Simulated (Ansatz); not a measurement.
The starting structures come from a database of crystals and need not be the phases stable at ambient conditions.

 Where the default PAW files enter, the runs use the earlier of Ansatz's two default sets.

Input:

```yaml
crystal:
  lattice:
    - [5.22402, 0.00000, 0.00000]
    - [1.73120, 5.51707, 0.00000]
    - [1.53403, -0.48136, 3.66642]
  atoms:
    - { symbol: Li, position: [0.42604, 0.65604, 0.28698] }
    - { symbol: Li, position: [0.57396, 0.34396, 0.71302] }
    - { symbol: Li, position: [0.00000, 0.50000, 0.00000] }
    - { symbol: Li, position: [0.62204, 0.85935, 0.68898] }
    - { symbol: Li, position: [0.37796, 0.14065, 0.31102] }
    - { symbol: Sb, position: [0.00000, 0.00000, 0.00000] }
    - { symbol: O, position: [0.70984, 0.82634, 0.14508] }
    - { symbol: O, position: [0.29016, 0.17366, 0.85492] }
    - { symbol: O, position: [0.00000, 0.00000, 0.50000] }
    - { symbol: O, position: [0.31500, 0.68170, 0.84250] }
    - { symbol: O, position: [0.68500, 0.31830, 0.15750] }
```

Space group of this cell: C2/m. The cell is taken as given.

Transport runs along the normal of the first two printed cell vectors.

The gap is the functional's own. No spin-orbit coupling. Mid-gap values are interpolated on the energy grid.

Problem. State the band gap and the smallest decay constant κ at mid-gap according to Ansatz (an electronic-structure program) with r2SCAN.

Solution. Gap 3.93 eV on a 8×6×8 mesh; κ = 0.400 1/Å, at the zone centre.
